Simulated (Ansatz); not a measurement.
SnO2 (model structure, started from the brookite type, Pbca, No. 61, 24 atoms in the cell) was calculated with r²SCAN (PAW; Ansatz, a first-principles code).

Numerical settings: plane-wave cutoff 560 eV, 6×4×6 k mesh (along the axes of the cell as run), Fermi–Dirac smearing 0.01 eV, scalar-relativistic PAW data made under PBE.

Cell (relaxed at this level):

Space group Pbca (No. 61); a = 5.481 Å, b = 9.633 Å, c = 5.739 Å, α = 90.00°, β = 90.00°, γ = 90.00°

```tsv
atom	site	symmetry	x	y	z
Sn	8c	1	0.1408	0.3700	0.3966
O	8c	1	0.3281	0.4865	0.1556
O	8c	1	0.4687	0.2656	0.3796
```

**Question.** Predict the band gap.

**Answer.** 
- band gap: 2.03 eV (on the SCF k mesh)

Note: the relaxation could raise the start's symmetry but not lower it, so the cell can be a saddle point.

Spin–orbit coupling is not included.

The computed numbers hold no vibrational or temperature effects.

The result took very roughly 29 core-minutes.

A model structure was made by putting elements into a prototype or built by hand; it is no filed structure, need not be a known phase, and can be a saddle point held by its symmetry.
